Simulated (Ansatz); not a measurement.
The starting structures come from a database of crystals and need not be the phases stable at ambient conditions.

By PBEsol, the system below comes out a metal.

Crystal: B₄W (P6_3/mmc, not sure to be the ambient phase, 20 atoms a cell, 7.8 Å³ an atom, 2 GPa at this level); planes in its conventional cell.

Level of theory: PBEsol (plane waves, PAW; Ansatz, an electronic-structure program).

Ballistic conductance counts the channels of both spins, as a mean over 0.1 eV about the Fermi level; spin-orbit coupling is left out.

```csv
plane,area (Å²),G/A (10¹⁵ S/m²)
(001),24.5,0.72
(100),34.1,?
```

Task: Some entries are withheld; supply them.

Result: 
- (100), G/A (10¹⁵ S/m²): 0.85
